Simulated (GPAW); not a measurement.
## Input and output of a self-consistent single point for TlBr (Fm-3m, 2 atoms in the cell) (GPAW)

Method of the run: LDA (Perdew-Wang 92), GPAW PAW datasets LDA (gpaw-data 1.0.1) (plane waves; GPAW).

Input as run:

```python
from ase import Atoms
from ase.units import GPa
from gpaw import GPAW, PW

atoms = Atoms(['Tl', 'Br'],
              cell=[[0.000000, 3.342040, 3.342040],
                    [3.342040, 0.000000, 3.342040],
                    [3.342040, 3.342040, 0.000000]],
              scaled_positions=[[0.000000, 0.000000, 0.000000],
                                [0.500000, 0.500000, 0.500000]],
              pbc=True)

calc = GPAW(mode=PW(550),
            xc='LDA',
            kpts={'size': (6, 6, 6), 'gamma': True},
            occupations={'name': 'fixed-uniform'},
            nbands=-6,
            convergence={'density': 1e-05, 'bands': -4},
            symmetry={'symmorphic': False, 'tolerance': 0.0005},
            maxiter=150)

atoms.calc = calc

energy = atoms.get_potential_energy()
print('Energy (eV):', round(energy, 6))
forces = atoms.get_forces()
print('Forces (eV/Ang):')
print(forces.round(5))
stress = atoms.get_stress()
print('Stress (GPa, Voigt):', (stress / GPa).round(4))
```

Output (repeated stretches shortened):

```
Input parameters:
  convergence: {bands: -4,
                density: 1e-05}
  kpts: {gamma: True,
         size: (6, 6, 6)}
  maxiter: 150
  mode: {ecut: 550.0,
         name: pw}
  nbands: -6
  occupations: {name: fixed-uniform}
  symmetry: {symmorphic: False,
             tolerance: 0.0005}

species:
  Tl:
    name: Thallium
    Z: 81.0
    valence: 13
    core: 68
    charge: 0.0
    file: Tl.LDA.gz

    # Using partial waves for Tl as LCAO basis

  Br:
    name: Bromine
    Z: 35.0
    valence: 7
    core: 28
    charge: 0.0
    file: Br.LDA.gz

    # Using partial waves for Br as LCAO basis

Reference energy: -620560.381906  # eV

Spin-paired calculation

Convergence criteria:
 Maximum [total energy] change in last 3 cyles: 0.0005 eV / valence electron
 Maximum integral of absolute [dens]ity change: 1e-05 electrons / valence electron
 Maximum integral of absolute [eigenst]ate change: 4e-08 eV^2 / valence electron
 Maximum number of scf [iter]ations: 150

Symmetries present (total): 48
Symmetries with fractional translations: 0
216 k-points: 6 x 6 x 6 Monkhorst-Pack grid + [1/12,1/12,1/12]
16 k-points in the irreducible part of the Brillouin zone
       k-points in crystal coordinates                weights
   0:     0.00000000    0.00000000    0.00000000          1/216
   1:     0.16666667    0.16666667    0.00000000          6/216
   2:     0.16666667    0.16666667    0.16666667          8/216
   [... 7 lines left out ...]
          ...
  15:     0.50000000    0.50000000    0.50000000          4/216

Wave functions: Plane wave expansion
  Cutoff energy: 550.000 eV
  Number of coefficients (min, max): 2133, 2202
  Pulay-stress correction: 0.000000 eV/Ang^3 (de/decut=0.000000)

Occupation numbers: # Uniform distribution of occupation numbers

Eigensolver

Densities:
  Coarse grid: 27*27*27 grid
  Fine grid: 54*54*54 grid
  Total Charge: 0.000000

Density mixing:
  Method: separate
  Backend: pulay
  Linear mixing parameter: 0.05
  old densities: 5
  Damping of long wavelength oscillations: 50

Hamiltonian:
  XC and Coulomb potentials evaluated on a 54*54*54 grid
  External potential:
    NoExternalPotential

Number of atoms: 2
Number of atomic orbitals: 13
Number of bands in calculation: 16
Number of valence electrons: 20
Bands to converge: 12

Density initialized from atomic densities
  13 bands from LCAO basis set
  3 bands from random numbers

Atomic positions and initial magnetic moments

Positions:
   0 Tl     0.000000    0.000000    0.000000    ( 0.0000,  0.0000,  0.0000)
   1 Br     3.342040    3.342040    3.342040    ( 0.0000,  0.0000,  0.0000)

Unit cell:
           periodic     x           y           z      points  spacing
  1. axis:    yes    0.000000    3.342040    3.342040    27     0.1429
  2. axis:    yes    3.342040    0.000000    3.342040    27     0.1429
  3. axis:    yes    3.342040    3.342040    0.000000    27     0.1429

  Lengths:   4.726358   4.726358   4.726358
  Angles:   60.000000  60.000000  60.000000

Effective grid spacing dv^(1/3) = 0.1560

     iter     time        total  log10-change:
                         energy   eigst   dens
iter:   1 --:--:--    -6.905779   -0.29
iter:   2 --:--:--    -6.865805   -1.37  -1.38
iter:   3 --:--:--    -6.729713   -2.08  -1.42
iter:   4 --:--:--    -6.720943   -2.46  -1.69
iter:   5 --:--:--    -6.717365   -3.62  -1.84
iter:   6 --:--:--    -6.717232c  -4.66  -2.68
iter:   7 --:--:--    -6.717280c  -5.73  -2.79
iter:   8 --:--:--    -6.717274c  -5.23  -2.84
iter:   9 --:--:--    -6.717274c  -6.69  -4.14
iter:  10 --:--:--    -6.717274c  -7.81c -4.17
iter:  11 --:--:--    -6.717273c  -7.04  -4.16
iter:  12 --:--:--    -6.717272c  -6.91  -4.24
iter:  13 --:--:--    -6.717272c  -8.17c -4.67
iter:  14 --:--:--    -6.717272c  -8.79c -4.70
iter:  15 --:--:--    -6.717272c  -8.41c -4.81
iter:  16 --:--:--    -6.717272c  -8.91c -4.85
iter:  17 --:--:--    -6.717272c  -8.94c -4.89
iter:  18 --:--:--    -6.717272c -10.36c -5.37c

Converged after 18 iterations.

Dipole moment: (-0.000000, -0.000000, -0.000000) |e|*Ang

Energy contributions relative to reference atoms: (reference = -620560.381906)

Kinetic:         +7.486985
Potential:       -8.857625
External:        +0.000000
XC:              -5.380940
Entropy (-ST):   +0.000000
Local:           +0.034308
SIC:             +0.000000
--------------------------
Free energy:     -6.717272
Extrapolated:    -6.717272

Showing only first 2 kpts
 Kpt  Band  Eigenvalues  Occupancy
  0     8      0.02950    2.00000
  0     9      0.02950    2.00000
  0    10      7.61397    0.00000
  0    11      7.61397    0.00000

  1     8     -0.10241    2.00000
  1     9      0.64697    2.00000
  1    10      5.51371    0.00000
  1    11      7.25343    0.00000

Fermi level: 2.58490

Gap: 1.915 eV
Transition (v -> c):
  (s=0, k=15, n=9, [0.50, 0.50, 0.50]) -> (s=0, k=15, n=10, [0.50, 0.50, 0.50])
No difference between direct/indirect transitions
Energy (eV): -6.717272

Forces in eV/Ang:
  0 Tl    0.00000   -0.00000   -0.00000
  1 Br    0.00000   -0.00000   -0.00000

Stress tensor:
     0.015261     0.000000     0.000000
     0.000000     0.015261     0.000000
     0.000000     0.000000     0.015261
Stress (GPa, Voigt): [2.4451 2.4451 2.4451 0.     0.     0.    ]
```

The run converged in 18 iterations. GPAW prints stress with tension positive.

The starting cell comes from a database of computed structures (which also holds hypothetical and non-ambient phases and stackings), without a prior relaxation at this level. Spin-orbit coupling is off.
